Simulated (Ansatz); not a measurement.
Hypothetical diamond Bi: pressure series

Consider Bi in the diamond structure (space group Fd-3m, No. 227; a = 7.1646 Å; a hypothetical phase, not in the database extracts checked).

Cell and atoms are relaxed at each pressure.

Calculations: PBEsol (Ansatz, a quantum-chemistry and plane-wave program, PAW, scalar-relativistic without spin-orbit coupling).

Notes on the quantities. enthalpy: H = E + PV relative to the base's energy.

| change | shortest interatomic distance | enthalpy |
|---|---|---|
| base | 3.102 Å | – |
| pressure −2 GPa | 3.179 Å | -0.59 eV/atom |
| pressure −1 GPa | 3.138 Å | -0.29 eV/atom |
| pressure 0.3 GPa | (withheld) | +0.09 eV/atom |
| pressure 0.7 GPa | (withheld) | +0.20 eV/atom |
| pressure 1.5 GPa | 3.059 Å | +0.42 eV/atom |
| pressure 3 GPa | 3.022 Å | +0.83 eV/atom |
| pressure 5 GPa | 2.981 Å | +1.34 eV/atom |
| pressure 7.5 GPa | (withheld) | +1.97 eV/atom |
| pressure 10 GPa | 2.902 Å | +2.57 eV/atom |

Task: Complete the table.

Result: 
- pressure 0.3 GPa, shortest interatomic distance: 3.093 Å
- pressure 0.7 GPa, shortest interatomic distance: 3.081 Å
- pressure 7.5 GPa, shortest interatomic distance: 2.938 Å

Load acts through the strain it causes; cell and atoms are relaxed under it. Whether these cells are dynamically stable was not tested. Competing high-pressure phases were not computed.
